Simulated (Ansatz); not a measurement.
Cells marked so need not be the phases stable at ambient conditions, and some may be hypothetical.

The gap is the functional's own. No spin-orbit coupling. Mid-gap values are interpolated on the energy grid.

A. AlGaAs$_{2}$ (R3m, not sure to be the ambient phase, 4 atoms a cell, 22.8 Å³ an atom), along the normal of (110)
B. K4Br2O (I4/mmm, not sure to be the ambient phase, 7 atoms a cell, 31.2 Å³ an atom), along the normal of (101)
C. K2SnBr6 (Fm-3m, not sure to be the ambient phase, 9 atoms a cell, 32.6 Å³ an atom), along the normal of (111)

### Question
Order them by mid-gap decay constant of the slowest evanescent state (highest first) at the level r2SCAN in Ansatz (a first-principles code).

### Answer
B (0.23 1/Å), C (0.19 1/Å), A (0.08 1/Å)
